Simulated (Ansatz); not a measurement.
The parent structure is MoSi2 (space group I4/mmm, No. 139; a = 3.190 Å, c = 7.822 Å; relaxed with 0.1 eV smearing). Axes: x, y, z lie along a, b, c of the conventional cell.

Level of theory: PBEsol (Ansatz, a program for electronic structure, PAW, no spin-orbit coupling).

Base values:

Pressure: 0.0 GPa
Shortest interatomic distance: 2.580 Å

Modification: uniaxial strain ε_xx = +2.50 %, all other strain components held at zero; the atoms relax in the strained cell.

Question: Predict the new energy relative to the base.

Answer: The energy rises by 10 meV/atom.

Question: Estimate the effect on the pressure.

Answer: The pressure (mean of the normal stresses, compression positive) goes from zero to -4.9 GPa.

Question: Predict the new shortest interatomic distance.

Answer: The shortest interatomic distance drops by 0.004 Å, from 2.580 Å to 2.576 Å.

Whether these cells are dynamically stable was not tested. The final runs are not spin-polarised.
